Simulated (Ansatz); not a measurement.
The parent structure is ZnSnAs₂ in the chalcopyrite structure (space group I-42d, No. 122; a = 5.839 Å, c = 11.737 Å).

Computed with PBEsol (Ansatz, an electronic-structure program), scalar-relativistic without spin-orbit coupling.

Strains are applied to the cell and any free atomic positions relax.

One change was made to it. Results:

```csv
quantity,base,after
energy relative to the base (free energy F),0 meV/atom,+20 meV/atom
"pressure (mean of the normal stresses, compression positive)",0.0 GPa,-3.5 GPa
```

Task: What was done to the base?
(A) isotropic strain +3.00 %
(B) isotropic strain +2.25 %
(C) isotropic strain +1.50 %

Result: B, isotropic strain +2.25 %. For comparison, the energy relative to the base in the other runs: isotropic strain +1.50 % gives +9.2 meV/atom; isotropic strain +3.00 % gives +35 meV/atom.

The mesh was chosen for an insulator and is coarse for the gapless case. Stability against distortions was not tested. All final runs are without spin polarisation.
